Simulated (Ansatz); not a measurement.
The structure below was relaxed with plane-wave PAW DFT at the r2SCAN level (Ansatz, an electronic-structure program, 500 eV), spin-orbit coupling left out, at pressure −2 GPa.

```yaml
crystal:
  lattice:
    - [0.00000, 3.10933, 3.10933]
    - [3.10933, 0.00000, 3.10933]
    - [3.10933, 3.10933, 0.00000]
  atoms:
    - { symbol: Ga, position: [0.00000, 0.00000, 0.00000] }
    - { symbol: Sb, position: [0.25000, 0.25000, 0.25000] }
```

Q: Find the space group and the Wyckoff positions.

A: Space group F-43m (No. 216); a = b = c = 6.2187 Å, α = β = γ = 90.00°

```
atom  site  symmetry       x       y       z
----  ----  --------  ------  ------  ------
Ga      4a      -43m  0.0000  0.0000  0.0000
Sb      4d      -43m  0.7500  0.7500  0.7500
```

Q: Describe the coordination.

A: The crystal has 8 atoms in its conventional cell. Lattice parameters: a = 6.2187 Å, b = 6.2187 Å, c = 6.2187 Å, α = 90.00°, β = 90.00°, γ = 90.00°. Ga is coordinated by 4 Sb at 2.693 Å (tetrahedral). Sb sees 4 Ga at 2.693 Å (tetrahedral). (Neighbours: up to the widest gap in distance over summed covalent radii, below 1.35, at either atom; cation-cation and far metal-metal contacts left out.)

With Sb present, leaving out spin-orbit coupling can change the band edges. Load acts through the strain it causes; cell and atoms are relaxed under it. No phonon test of stability was made. The cell was made from GaSb in the zinc blende structure (space group F-43m, No. 216) by this change: pressure −2 GPa.
